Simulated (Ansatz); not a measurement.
TiAl3 (I4/mmm, No. 139), treated with PBE-D4 in Ansatz (PAW).

Run with plane-wave cutoff 520 eV, 20×20×20 k mesh, Fermi–Dirac smearing 0.05 eV, no spin polarisation, scalar-relativistic PAW data made under PBE.

Cell (relaxed at this level):

```cif
data_Al6Ti2
_chemical_formula_sum 'Ti2 Al6'
_space_group_name_H-M_alt 'I4/mmm'
_space_group_IT_number 139
_space_group_name_Hall '-I 4 2'
_cell_length_a 3.80887
_cell_length_b 3.80887
_cell_length_c 8.52759
_cell_angle_alpha 90.000
_cell_angle_beta 90.000
_cell_angle_gamma 90.000
loop_
_atom_site_label
_atom_site_type_symbol
_atom_site_symmetry_multiplicity
_atom_site_Wyckoff_symbol
_atom_site_fract_x
_atom_site_fract_y
_atom_site_fract_z
_atom_site_occupancy
Ti1 Ti 2 a 0.00000 0.00000 0.00000 1
Al1 Al 2 b 0.00000 0.00000 0.50000 1
Al2 Al 4 d 0.00000 0.50000 0.25000 1
```
(The calculation used a cell of 4 atoms; values per cell refer to that cell.)

Question: Give the computed bulk modulus B0 and pressure derivative B′ of the bulk modulus.

Answer: 
- bulk modulus B0 = 113 GPa
- pressure derivative B′ of the bulk modulus = 4.1

The run finds no gap.

Note: the bulk modulus comes from volumes at which shape and atoms were relaxed.

Computing time: about 23 core-minutes (a rough figure).

Ansatz is a program for electronic structure.
